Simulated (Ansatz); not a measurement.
Functionals compared on the (210) surface of germanium (in the relaxation like top atoms buckled by 0.5 Å), rebonded: 1 pair of surface atoms bonded, no caps (bottom of the slab: built like the top, H on every dangling bond, free), in Ansatz (plane waves, PAW). The structure was relaxed with PBE; the other rows are single points on it. Cutoff 420 eV (500 eV for r2SCAN).

Model: 21-atom slab, 11.1 Å thick at the start with caps and adatoms (thin: gaps and levels are the slab's own), 6x5x1 mesh, Fermi-Dirac 0.025 eV, dipole correction, 3 atoms held, the rest relaxed; no symmetry held; no spin, no spin-orbit, no U. In PBE it lies 0.17 eV a 1x1 cell over the lowest computed structure of the same composition (no caps, spin-polarised start). These notes are the PBE run's.

| functional | gap of the slab on its k-mesh (eV) | highest filled level below the top vacuum level (eV) | rough cost of the single point |
|---|---|---|---|
| PBE | 0.26 | 4.40 | – |
| r2SCAN | ? | ? | around 10 core-minutes (rough) |

Question: Fill in the missing entries.

Answer: 
- r2SCAN, gap of the slab on its k-mesh (eV): 0.37
- r2SCAN, highest filled level below the top vacuum level (eV): 4.59

Ansatz is an electronic-structure program.
